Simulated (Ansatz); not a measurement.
TiAl₃ (I4/mmm, No. 139) was calculated with RPBE (Ansatz, a first-principles code, plane waves, PAW).

Input file:

Ansatz 0.2 input:
```yaml
crystal:
  lattice:
    - [-1.9372177242, 1.9372177242, 4.3383571182]
    - [1.9372177242, -1.9372177242, 4.3383571182]
    - [1.9372177242, 1.9372177242, -4.3383571182]
  atoms:
    - { symbol: Ti, position: [0.0, 0.0, 0.0] }
    - { symbol: Al, position: [0.5, 0.5, 0.0] }
    - { symbol: Al, position: [0.75, 0.25, 0.5] }
    - { symbol: Al, position: [0.25, 0.75, 0.5] }
basis:
  ecutwfc: 520
  ecutrho_ratio: 4
  xc_grid: 2
kpoints:
  mp_grid: { grid: [20, 20, 20] }
hamiltonian:
  xc: rpbe
  dispersion: none
  pseudopotentials: { kind: paw }
scf:
  occupations: { method: fermi_dirac, width: 0.05 }
  convergence: { dr2_threshold: 0.0000000004 }
output:
  forces: true
  stress: true
  eigenvalues: true
```

The run printed, among other lines:

```
Crystal: 4 atoms, lattice volume = 65.124 Å³
Basis set: ecut = 520 eV, 1737 PW (Γ), exchange–correlation on 80×80×80 points (8 copies of the dense FFT grid, shifted against one another)
Bands: 15, of which v1, the nominal top of the filled ones, is band 11 counted from 1 (10 counted from 0)
Symmetry: 16 space group operations
Space group: I4/mmm (ITA 139), of the structure as read, at distance tolerance 4.0e-5 Å
k-points: 641 of 8000
Functional: x = rpbe, c = pbe(β = 0.06672455060314922)
SCF iter   1: F=—  HF=-4126.933355 eV  |F-HF|=—  |Δ(HF+E_count)|=         —  Δρ=3.58e-3  dr2=1.10e-2
SCF iter   2: F=—  HF=-4126.932284 eV  |F-HF|=—  |Δ(HF+E_count)|=   1.07e-3  Δρ=1.96e-3  dr2=3.02e-3
  ...
SCF iter   6: F=—  HF=-4126.932009 eV  |F-HF|=—  |Δ(HF+E_count)|=   1.24e-9  Δρ=2.34e-6  dr2=5.59e-9
SCF iter   7: F=-4126.932009 eV  HF=-4126.932009 eV  |F-HF|=1.00e-10  |Δ(HF+E_count)|=  6.21e-10  Δρ=4.15e-7  dr2=1.51e-10
SCF 1 converged in 7 iterations: F = -4126.932009 eV  dr2 = 1.51e-10
SCF converged after 7 iterations
Free energy (F): -4126.932009 eV
Internal energy: -4126.917373 eV  (E = F + TS)
E sigma→0 (E₀):  -4126.924691 eV
Fermi energy:    9.357434 eV
--- Forces (eV/Å), atoms counted from 1 ---
  atom   1  Ti     0.00000000     0.00000000    -0.00000000
  atom   2  Al     0.00000000     0.00000000     0.00000000
  atom   3  Al     0.00000000     0.00000000     0.00000000
  atom   4  Al     0.00000000    -0.00000000     0.00000000
--- Stress (GPa, compression-positive) ---
        0.006333       0.000000       0.000000
        0.000000       0.006333       0.000000
        0.000000      -0.000000       0.001381
  P = ⅓ Tr σ = 0.0047 GPa (0.047 kbar)
```

The PAW data were made under PBE.
